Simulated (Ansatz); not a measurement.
The starting structures come from a database of crystals and need not be the phases stable at ambient conditions.

```xyz
4
Lattice="3.7992 0.0000 0.0000 0.0000 7.4806 0.0000 1.8996 0.0000 3.2902" Properties=species:S:1:pos:R:3 pbc="T T T"
N      1.8996     5.0594     1.0967
N      3.7992     2.4212     2.1935
N      3.7992     1.3191     2.1935
N      1.8996     6.1615     1.0967
```

Space group of this cell: P6_3/mmc. The cell was relaxed by PBE-D3(BJ); by r2SCAN its mean pressure is -1.4 GPa.

Transport runs along the normal of the first two printed cell vectors, the (100) plane of the conventional cell.

The gap is the functional's own, uncorrected, and κ follows it; spin-orbit coupling is left out. Mid-gap values are interpolated between the computed energies.

Problem. Estimate the band gap and the smallest decay constant κ at mid-gap that Ansatz (a quantum-chemistry and plane-wave program) with r2SCAN returns for this system.

Solution. Gap 7.79 eV on a 10×4×10 mesh; κ = 0.943 1/Å, at the zone centre.
